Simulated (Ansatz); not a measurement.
# TiC: response to strain

The reference is TiC in the rock salt structure (space group Fm-3m, No. 225; a = 4.2934 Å; relaxed with 0.1 eV smearing). Axes: x, y, z lie along the cube axes.

Strains are applied to the cell and any free atomic positions relax; under biaxial strain the out-of-plane vector relaxes too.

Calculations: Kohn–Sham DFT with the PBEsol functional, run in Ansatz (an electronic-structure program) with PAW and 420 eV plane waves, no spin-orbit coupling.

Notes on the quantities. energy relative to the base: free energy F.

| biaxial strain, plane normal [111], relaxed out of plane (%) | energy relative to the base (meV/atom) |
|---|---|
| 0 | 0.0 |
| 0.42 | 0.6 |
| 0.83 | 2.3 |
| 1.25 | 5.2 |
| 1.67 | ? |
| 2.08 | 14.2 |
| 2.5 | 20.4 |

Task: Fit ΔE = Aε² + Bε³ (ε in %) to the rows shown and predict the withheld row.

Result: Least squares on the printed values gives A = 3.38 and B = -0.048 meV/atom (largest residual 0.0 meV/atom); this predicts 9.2 meV/atom, and the run gives 9.2 meV/atom, in agreement.

Whether these cells are dynamically stable was not tested. All final runs are without spin polarisation.
